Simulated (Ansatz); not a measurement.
The decay constant κ of evanescent states in the gap governs leakage through a thin film.

Input:

```
TiO2
1.0
    5.14912     0.00000     0.00000
    0.00000     9.19420     0.00000
    0.00000     0.00000     5.45912
Ti O
8 16
Direct
  0.86209   0.62897   0.40258
  0.13791   0.37103   0.59742
  0.63791   0.37103   0.90258
  0.36209   0.62897   0.09742
  0.36209   0.87103   0.59742
  0.63791   0.12897   0.40258
  0.13791   0.12897   0.09742
  0.86209   0.87103   0.90258
  0.53529   0.73029   0.38999
  0.46471   0.26971   0.61001
  0.96471   0.26971   0.88999
  0.03529   0.73029   0.11001
  0.03529   0.76971   0.61001
  0.96471   0.23029   0.38999
  0.46471   0.23029   0.11001
  0.53529   0.76971   0.88999
  0.18337   0.98952   0.85119
  0.81663   0.01048   0.14881
  0.31663   0.01048   0.35119
  0.68337   0.98952   0.64881
  0.68337   0.51048   0.14881
  0.31663   0.48952   0.85119
  0.81663   0.48952   0.64881
  0.18337   0.51048   0.35119
```

The cell is taken as given; by r2SCAN it stands under a pressure of -1.2 GPa.

Transport runs along the normal of the first two printed cell vectors.

No gap correction and no spin-orbit coupling; mid-gap is the computed energy nearest the middle.

Question: Estimate the band gap and the smallest decay constant κ at mid-gap that r2SCAN in Ansatz (a first-principles code) returns for this system.

Answer: Gap 2.66 eV on a 6×4×6 mesh; κ = 0.322 1/Å, at the zone centre.
